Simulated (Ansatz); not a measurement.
The (10-11) face of hcp Sc can be cut between different planes. Symmetric, stoichiometric slabs relaxed in the 1x1 cell (19.6 Å²): top plane Sc, 0.42 Å over the next in the ideal cut; top plane Sc, 2.09 Å over the next in the ideal cut.

All values below come from PBE (plane waves to 420 eV, PAW; Ansatz, a program for electronic structure).

Q: Order them by surface energy (lowest first) at the level PBE.

A: the cut with an outer spacing of 0.42 Å (1.22 J/m²), the cut with an outer spacing of 2.09 Å (1.49 J/m²)
